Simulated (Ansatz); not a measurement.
Q: Name crystals whose band gap lies between 0.37 and 0.58 eV and whose hole conductivity mass lies between 0.26 and 0.4 mₑ, by PBEsol, rigid bands run with Ansatz (a program for electronic structure).

A: Many crystals can fit; among those computed here:
- RuP₂ (Pnnm): 0.46 eV, 0.32 mₑ
- Si (Fd-3m): 0.47 eV, 0.32 mₑ

Masses are for dilute carriers at 300 K, harmonic means over directions unless an axis is named. Spin-orbit coupling is left out.

Formula and space group known from diffraction (Crystallography Open Database), not checked to be the room-temperature form: RuP2 (Pnnm).
